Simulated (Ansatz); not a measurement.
For PtGa (model structure, started from the CoSn type, P6/mmm, No. 191, 6 atoms in the cell), LDA (Ansatz, a first-principles code, PAW) gives:

- lattice parameter a: 5.331 Å
- c axis length: 4.155 Å
- bulk modulus: 172 GPa
- cohesive energy: 5.83 eV/atom

Question: What does r²SCAN in Ansatz (PAW) give for the same quantities?

Answer: 
- lattice constant a: 5.392 Å (grows by 1.1 %)
- lattice parameter c: 4.195 Å (rises by 1.0 %)
- bulk modulus: 160 GPa (drops by 7.0 %)
- cohesive energy: 4.86 eV/atom (falls by 0.97 eV/atom)

Changes are worked out from the printed values.

Unless a cell is named, each level is at its own relaxed cell (LDA 17.05, r²SCAN 17.60 Å³/atom).

Levels without +SOC leave out spin–orbit coupling, which shifts energies and cells of such heavy elements.

The crystal itself was run without spin with LDA, r²SCAN; a magnetic state was not tried in these runs.

Caveats: the bulk modulus is −V dP/dV from two relaxed cells at ±2 % in volume (LDA, r²SCAN). Ansatz's density-functional and Hartree–Fock values are scalar-relativistic unless marked +SOC, with PAW data made under PBE.

A model structure was made by putting elements into a prototype or built by hand; it is no filed structure, need not be a known phase, and can be a saddle point held by its symmetry.
